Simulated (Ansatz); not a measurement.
CdSe: pressure series

Base system: CdSe in the zinc blende structure (space group F-43m, No. 216; a = 6.1963 Å).

Cell and atoms are relaxed at each pressure.

The values are results of plane-wave PAW DFT at the PBE level (Ansatz, an electronic-structure program, 420 eV), without spin-orbit coupling, not measurements.

```tsv
change	band gap	electron mass	width of the top valence band
base	0.49 eV	0.052 mₑ (at Γ)	1.98 eV
pressure −2 GPa	?	0.044 mₑ (at Γ)	1.79 eV
pressure −1 GPa	0.45 eV	?	1.89 eV
pressure 0.9 GPa	0.53 eV	0.055 mₑ (at Γ)	2.05 eV
pressure 2.1 GPa	0.58 eV	0.059 mₑ (at Γ)	2.15 eV
pressure 4.5 GPa	0.66 eV	0.064 mₑ (at Γ)	2.32 eV
pressure 9 GPa	0.79 eV	0.072 mₑ (at Γ)	2.57 eV
pressure 15 GPa	?	0.080 mₑ (at Γ)	2.84 eV
pressure 22.5 GPa	1.02 eV	0.086 mₑ (at Γ)	3.12 eV
pressure 30 GPa	1.10 eV	0.091 mₑ (at Γ)	?
```

### Question
Fill in the withheld entries from the trend.

### Answer

- pressure −2 GPa, band gap: 0.39 eV
- pressure −1 GPa, electron mass: 0.048 mₑ (at Γ)
- pressure 15 GPa, band gap: 0.91 eV
- pressure 30 GPa, width of the top valence band: 3.37 eV

Load acts through the strain it causes; cell and atoms are relaxed under it. Effective masses come from finite differences of ±0.01 Å⁻¹. Stability against distortions was not tested. Tetrahedral semiconductors of this kind turn to denser phases somewhere between about 1 and 50 GPa; those were not computed, so compressed cells here can lie past the real transition.
